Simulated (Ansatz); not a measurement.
**ZnS (P3m1, No. 156, 40 atoms in the cell; start mp-557418; a measured phase of this formula has another space group)**

Calculation: r²SCAN+rVV10 (Ansatz, an electronic-structure program, plane waves, PAW).

Settings: plane-wave cutoff 560 eV, 12×12×1 k mesh (along the axes of the cell as run), Fermi–Dirac smearing 0.01 eV, scalar-relativistic PAW data made under PBE.

Cell (relaxed at this level):

```yaml
crystal:
  lattice:
    - [3.79413, 0.00000, 0.00000]
    - [-1.89706, 3.28581, 0.00000]
    - [0.00000, 0.00000, 62.06382]
  atoms:
    - { symbol: Zn, position: [0.00000, 0.00000, 0.55005] }
    - { symbol: Zn, position: [0.33333, 0.66667, 0.70005] }
    - { symbol: Zn, position: [0.33333, 0.66667, 0.19990] }
    - { symbol: Zn, position: [0.66667, 0.33333, 0.39995] }
    - { symbol: Zn, position: [0.66667, 0.33333, 0.90003] }
    - { symbol: Zn, position: [0.00000, 0.00000, 0.85007] }
    - { symbol: Zn, position: [0.33333, 0.66667, 0.94998] }
    - { symbol: Zn, position: [0.66667, 0.33333, 0.75009] }
    - { symbol: Zn, position: [0.66667, 0.33333, 0.10000] }
    - { symbol: Zn, position: [0.00000, 0.00000, 0.65012] }
    - { symbol: Zn, position: [0.33333, 0.66667, 0.80013] }
    - { symbol: Zn, position: [0.66667, 0.33333, 0.60007] }
    - { symbol: Zn, position: [0.00000, 0.00000, 0.00001] }
    - { symbol: Zn, position: [0.00000, 0.00000, 0.44999] }
    - { symbol: Zn, position: [0.33333, 0.66667, 0.05006] }
    - { symbol: Zn, position: [0.00000, 0.00000, 0.14995] }
    - { symbol: Zn, position: [0.33333, 0.66667, 0.29998] }
    - { symbol: Zn, position: [0.00000, 0.00000, 0.34992] }
    - { symbol: Zn, position: [0.66667, 0.33333, 0.24993] }
    - { symbol: Zn, position: [0.33333, 0.66667, 0.50001] }
    - { symbol: S, position: [0.33333, 0.66667, 0.33742] }
    - { symbol: S, position: [0.00000, 0.00000, 0.58749] }
    - { symbol: S, position: [0.33333, 0.66667, 0.83758] }
    - { symbol: S, position: [0.00000, 0.00000, 0.03753] }
    - { symbol: S, position: [0.33333, 0.66667, 0.73751] }
    - { symbol: S, position: [0.33333, 0.66667, 0.08750] }
    - { symbol: S, position: [0.66667, 0.33333, 0.28746] }
    - { symbol: S, position: [0.66667, 0.33333, 0.43747] }
    - { symbol: S, position: [0.00000, 0.00000, 0.88753] }
    - { symbol: S, position: [0.33333, 0.66667, 0.98743] }
    - { symbol: S, position: [0.66667, 0.33333, 0.63759] }
    - { symbol: S, position: [0.00000, 0.00000, 0.48743] }
    - { symbol: S, position: [0.66667, 0.33333, 0.93748] }
    - { symbol: S, position: [0.33333, 0.66667, 0.23735] }
    - { symbol: S, position: [0.00000, 0.00000, 0.38737] }
    - { symbol: S, position: [0.66667, 0.33333, 0.78761] }
    - { symbol: S, position: [0.00000, 0.00000, 0.18741] }
    - { symbol: S, position: [0.33333, 0.66667, 0.53753] }
    - { symbol: S, position: [0.66667, 0.33333, 0.13745] }
    - { symbol: S, position: [0.00000, 0.00000, 0.68756] }
```

```
Quantity             Value
--------  ----------------
band gap  2.73 eV (direct)
```

Computed values are for the static lattice.

The result took roughly 25 core-minutes.

A start named mp-… is a Materials Project structure, which need not be a measured phase.
